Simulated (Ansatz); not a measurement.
**LiF: carrier doping**

Start from LiF in the rock salt structure (space group Fm-3m, No. 225; a = 4.068 Å).

Carriers are added at fixed cell with a uniform background; the Fermi–Dirac width is that of 300 K.

Method: PBE (Ansatz, a first-principles code), without spin-orbit coupling.

Notes on the quantities. Fermi level from band edge: Fermi level relative to the doped band's edge (positive inside the band; to 0.05 eV).

| variant | Fermi level from band edge | gap between the host's bands |
|---|---|---|
| undoped | – | 8.83 eV |
| electrons 7.0×10^20 cm⁻³ | +0.30 eV | 8.81 eV |
| electrons 1.0×10^21 cm⁻³ | +0.40 eV | 8.80 eV |
| electrons 1.5×10^21 cm⁻³ | +0.50 eV | 8.78 eV |
| electrons 2.0×10^21 cm⁻³ | +0.60 eV | 8.76 eV |
| holes 7.0×10^20 cm⁻³ | -0.05 eV | 8.87 eV |
| holes 1.0×10^21 cm⁻³ | 0.00 eV | 8.88 eV |
| holes 1.5×10^21 cm⁻³ | 0.00 eV | 8.91 eV |
| holes 2.0×10^21 cm⁻³ | 0.00 eV | 8.94 eV |

Carriers are added with a uniform compensating background; total energy and stress of such cells depend on the potential's zero and are not compared; many-body gap narrowing is missing at this level. No phonon test of stability was made.
